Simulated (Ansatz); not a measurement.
Base system: CdS in the zinc blende structure (space group F-43m, No. 216; a = 5.9267 Å).

Structures relaxed with PBE in Ansatz (plane waves to 420 eV, PAW, scalar-relativistic without spin-orbit coupling).

Base:

Simulated powder pattern, Cu Kα, λ = 1.54184 Å (kinematic, ideal powder, no thermal factors, no anomalous dispersion; the 14 strongest lines at most, above 2 %, up to 2θ = 90°):

| 2θ (°) | I/Imax (%) | hkl |
|---|---|---|
| 26.04 | 100 | (111) |
| 30.16 | 23 | (200) |
| 43.17 | 57 | (220) |
| 51.11 | 45 | (311) |
| 53.56 | 6.3 | (222) |
| 62.71 | 8.8 | (400) |
| 69.08 | 17 | (331) |
| 71.14 | 7.8 | (420) |
| 79.17 | 18 | (422) |
| 85.05 | 13 | (333) |

It is then changed as follows: a hydrostatic pressure of 30 GPa.

Q: How do the reflections move or split?

A: 
Simulated powder pattern, Cu Kα, λ = 1.54184 Å (kinematic, ideal powder, no thermal factors, no anomalous dispersion; the 14 strongest lines at most, above 2 %, up to 2θ = 90°):

```
2θ (°)  I/Imax (%)    hkl
------  ----------  -----
28.74          100  (111)
33.30           24  (200)
47.81           53  (220)
56.74           41  (311)
59.51          5.9  (222)
69.93          8.1  (400)
77.29           16  (331)
79.69          7.2  (420)
89.15           18  (422)
```

The indices refer to the base's conventional cell; one index is shown for lines that coincide.

Load acts through the strain it causes; cell and atoms are relaxed under it. No phonon test of stability was made. Tetrahedral semiconductors of this kind turn to denser phases somewhere between about 1 and 50 GPa; those were not computed, so compressed cells here can lie past the real transition.

Ansatz is an electronic-structure program.
